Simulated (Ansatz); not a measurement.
Input and output of a relaxation of cell and atoms for KRuF6 (R-3m, 8 atoms in the cell) (Ansatz, a first-principles code).

Computed with PBEsol, default PAW files made with PBE (plane waves; Ansatz).

The change in words: atoms on their sites; basis.ecutwfc: 30.9 Ry → 26.1 Ry; relax: default → cell and atoms. Reference geometry:
```yaml
crystal:
  lattice:
    - [3.76183, 2.17189, 2.44616]
    - [-3.76183, 2.17189, 2.44616]
    - [0.00000, -4.34378, 2.44616]
  atoms:
    - { symbol: K, position: [0.50681, 0.50681, 0.50681] }
    - { symbol: Ru, position: [0.00000, 0.00000, 0.00000], spin: 2.0 }
    - { symbol: F, position: [0.26829, 0.26829, 0.91908] }
    - { symbol: F, position: [0.73171, 0.73171, 0.08092] }
    - { symbol: F, position: [0.91908, 0.26829, 0.26829] }
    - { symbol: F, position: [0.08092, 0.73171, 0.73171] }
    - { symbol: F, position: [0.26829, 0.91908, 0.26829] }
    - { symbol: F, position: [0.73171, 0.08092, 0.73171] }
```
(The spins are starting values, not results.)

Reference input (self-consistent single point, DFT, PBEsol, plane waves, default PAW files made with PBE): basis.ecutwfc = 30.9 Ry; kpoints.mp_grid.grid = 3 3 3; hamiltonian.xc = pbesol; hamiltonian.pseudopotentials = {kind: paw} (the program's default PAW files); magnetization.spin_polarized = true; scf.occupations.method = fermi_dirac; scf.occupations.width = 0.0007 Ry. This run's input differs from it in these lines:

Ansatz 0.2 input:
```diff
@@ -6,3 +6,3 @@
   atoms:
-    - { symbol: K, position: [0.506813, 0.506813, 0.506813] }
+    - { symbol: K, position: [0.500000, 0.500000, 0.500000] }
     - { symbol: Ru, position: [0.000000, 0.000000, 0.000000], spin: 2.0 }
@@ -15,3 +15,3 @@
 basis:
-  ecutwfc: 30.9 Ry
+  ecutwfc: 26.1 Ry
 kpoints:
@@ -25,2 +25,4 @@
   occupations: { method: fermi_dirac, width: 0.0007 Ry }
+relax:
+  cell: {}
 output:
```

Log, with long lists cut:

```
   [... SCF lines of the steps left out ...]
relax step   1: F+E_penalty+E_count = -12134.84881510 eV  Δ(F+E_penalty+E_count) = +0.000e0 eV  max|allowed force component| = 3.894e-1 eV/Å  Δτ_max = 0.0000 Å  P = -1.683 GPa  Ω = 119.915 Å³  (12 SCF iters, dr2 threshold 1.00e-7 eV, accepted)
relax step   2: F+E_penalty+E_count = -12134.70831617 eV  Δ(F+E_penalty+E_count) = +1.405e-1 eV  max|allowed force component| = 6.472e-2 eV/Å  Δτ_max = 0.0305 Å  P = -1.913 GPa  Ω = 123.244 Å³  energy of the carried Pulay correction = -1.543e-1 eV  [...]
   [... lines left out ...]
relax step  14: F+E_penalty+E_count = -12134.86609772 eV  Δ(F+E_penalty+E_count) = +9.436e-3 eV  max|allowed force component| = 8.138e-4 eV/Å  Δτ_max = 0.0010 Å  P = -0.003 GPa  Ω = 123.021 Å³  energy of the carried Pulay correction = -9.473e-3 eV  [...]
relax step  15: F+E_penalty+E_count = -12134.88410380 eV  Δ(F+E_penalty+E_count) = -1.801e-2 eV  max|allowed force component| = 5.633e-4 eV/Å  Δτ_max = 0.0000 Å  P = +0.021 GPa  Ω = 123.021 Å³  stress off target by 2.84e-2 GPa  SCF on the basis [...]
basis re-selected at this cell: Δ(F+E_penalty+E_count) = -1.801e-2 eV, ΔP = +0.024 GPa vs the last step
the relaxation is at rest under the 12 symmetry operations that the run kept from its start: a minimum is not shown …
the relaxation's final electronic state is not compared with the one that a single-point calculation of its input finds at the relaxed geometry …
Magnetization: 3.0000 μB (35.0000 up, 32.0000 down)
   [... lines left out ...]
Absolute magnetization: 3.0789 μB (∫|ρ↑−ρ↓|, with the PAW one-centre terms)
Free energy (F): -12134.884104 eV
Fermi energy:    2.943158 eV
  cell:  # Å, volume = 123.0213 Å³
   [... lines left out ...]
    - { symbol: F, position: [0.9210075879919587, 0.2639619547571471, 0.26396195475714723] }
    - { symbol: F, position: [0.07899241200804102, 0.7360380452428525, 0.7360380452428525] }
    - { symbol: F, position: [0.2639619547571471, 0.9210075879919587, 0.26396195475714723] }
    - { symbol: F, position: [0.7360380452428525, 0.07899241200804102, 0.7360380452428525] }
```

The run converged. 

Summary of the result:
- Free energy E − TS (on the zero of these files): -12134.8841 eV
- Top of the valence band (on the code's own zero): 2.33 eV
- Gap on the k-point mesh: 1.22 eV
- Pressure: 0.02 GPa
- Size of the cell's spin moment: 3.00 μB
- Final cell: a = 5.0297 Å, b = 5.0297 Å, c = 5.0297 Å, α = 98.11°, β = 98.11°, γ = 98.11°
- Final volume per atom: 15.38 Å³
- Relaxation steps: 15

The starting cell comes from a database of computed structures (which also holds hypothetical and non-ambient phases and stackings), without a prior relaxation at this level. Its lattice was rescaled by up to half a per cent. With one magnetic atom in the cell only a parallel order is possible. The relaxation keeps the symmetry of its start, so its end need not be a minimum. Ansatz's pressure includes its estimate of the finite-basis (Pulay) stress. Without the estimate this run gives -7.20 GPa. The cutoff lies below the one recommended for these files.

Cost on one core of a shared machine: roughly 40 s.
